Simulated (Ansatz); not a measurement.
The starting structures come from a database of crystals and need not be the phases stable at ambient conditions.

Tunnelling through a barrier is set by its complex band structure: the current falls as exp(−2κd) with the smallest κ.

Data:

```
AgVO3
1.0
    5.47179     0.00000     0.00000
   -2.24668    10.27475     0.00000
   -1.12334     5.13737     4.94712
V Ag O
4 4 12
Direct
  0.28330   0.27920   0.82954
  0.71670   0.72080   0.17046
  0.21670   0.89126   0.82954
  0.78330   0.10874   0.17046
  0.25000   0.76763   0.46474
  0.75000   0.23237   0.53526
  0.75000   0.58818   0.82364
  0.25000   0.41182   0.17636
  0.34950   0.09790   0.54390
  0.65050   0.90210   0.45610
  0.15050   0.35820   0.54390
  0.84950   0.64180   0.45610
  0.42889   0.80478   0.10720
  0.57111   0.19522   0.89280
  0.07111   0.08802   0.10720
  0.92889   0.91198   0.89280
  0.34311   0.44818   0.81812
  0.65689   0.55182   0.18188
  0.15689   0.73370   0.81812
  0.84311   0.26630   0.18188
```

Space group of this cell: C2/c. The cell is taken as given; by r2SCAN its mean pressure is -1.7 GPa.

Transport runs along the normal of the first two printed cell vectors.

The gap is the functional's own. No spin-orbit coupling. Mid-gap values are interpolated on the energy grid.

**Question.** Estimate the band gap and the smallest decay constant κ at mid-gap that r2SCAN run with Ansatz (an electronic-structure program) returns for this system.

**Answer.** Gap 1.90 eV on a 6×6×6 mesh; κ = 0.458 1/Å, at the zone centre.
